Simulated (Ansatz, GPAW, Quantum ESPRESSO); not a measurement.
## AlNi (Pm-3m, 2 atoms in the cell) computed with different codes at matched settings

Relaxation of cell and atoms.

```xyz
2
Lattice="2.8669 0.0000 0.0000 0.0000 2.8669 0.0000 0.0000 0.0000 2.8669" Properties=species:S:1:pos:R:3 pbc="T T T"
Al     1.4334     1.4334     1.4334
Ni     0.0000     0.0000     0.0000
```

Shared settings, as Ansatz (an electronic-structure program) writes them: kpoints.mp_grid.grid = 11 11 11; scf.occupations.method = gaussian; scf.occupations.width = 0.01 Ry. Potentials and cutoffs stand in the table.

```tsv
code	model	final volume (Å³/atom)	cutoff
GPAW	PBE, GPAW PAW datasets PBE (gpaw-data 1.0.1)	12.17	800 eV
Quantum ESPRESSO	PBE, PseudoDojo stringent norm-conserving (PBE) pseudopotentials	12.10	105 Ry
Ansatz	PBE, default PAW files	12.12	30.9 Ry
```

On Ansatz's run: spin polarisation is off.

The spread over the programs that give each value: final volume within 0.07 Å³/atom.

The programs treat the finite-basis stress differently while the cell relaxes: Ansatz adds an estimate of it.

The starting cell comes from a database of computed structures (which also holds hypothetical and non-ambient phases and stackings), without a prior relaxation at this level. Its lattice was rescaled by a random factor within 2.5 % of one.

Left out of this page: SIESTA (failed or unconverged).

Keys are those of Ansatz 0.2.
